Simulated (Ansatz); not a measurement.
Zinc-blende BeS, treated with G0W0@HSE06 (plane waves, hard PAW, contour deformation; Ansatz, a quantum-chemistry and plane-wave program).

The cell has the measured lattice parameters. Conventional cell: a = 4.8700 Å, b = 4.8700 Å, c = 4.8700 Å, α = 90.00°, β = 90.00°, γ = 90.00°.

The quasiparticle gap at Γ at a fixed k mesh 2×2×2:

| response cutoff | value (eV) |
|---|---|
| 250 eV, 476 empty bands | 7.539 |
| 300 eV, 626 empty bands | 7.553 |
| 400 eV, 964 empty bands | 7.571 |
| 500 eV, 1347 empty bands | 7.582 |

Task: Taking the value to converge with the response cutoff E as E^(−3/2), extrapolate from the last two rows.

Result: With y = y∞ + c/w and weights w = 8000 and 11180 for the last two rows, y∞ = (w2 y2 − w1 y1)/(w2 − w1) = (11180 × 7.582 − 8000 × 7.571)/3180 = 7.610 eV, which lies 0.028 beyond the last row. Successive pairs of rows give 7.598, 7.604, 7.610. The limit also hangs on the law assumed, so its last digits aren't firm.

The other settings are not extrapolated, so this is the limit in one setting alone.

The smallest gap on this mesh is 4.60 eV, away from Γ.

Note: GW on a hybrid start was not checked against another program.
